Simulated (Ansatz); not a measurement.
Start from ZnSe in the zinc blende structure (space group F-43m, No. 216; a = 5.6661 Å). Axes: x, y, z lie along the cube axes.

All numbers come from plane-wave PAW DFT at the r2SCAN level (Ansatz, a first-principles code, 500 eV), spin-orbit coupling left out, earlier PAW set.

Base values:

Valence-band top at Γ: 0.00, 0.00, 0.00 eV
Band gap: 1.86 eV
Electron mass: 0.12 mₑ (at Γ)

Now apply this change: the cell is compressed by 1.76 % along y with no lateral relaxation, atoms relaxed at fixed cell.

Problem. What does the calculation give for the valence-band top at Γ, band gap and electron mass after the change?

Solution. The valence-band top at Γ (three highest levels, from the VBM) goes from 0.00, 0.00, 0.00 eV to 0.00, -0.07, -0.07 eV; the band gap goes up by 0.03 eV to 1.89 eV; the electron mass changes from 0.12 mₑ (at Γ) to 0.13 mₑ (at Γ).

The cells carry an imposed strain or load. Masses are band curvatures over ±0.01 Å⁻¹ around the edge. No phonon test of stability was made.
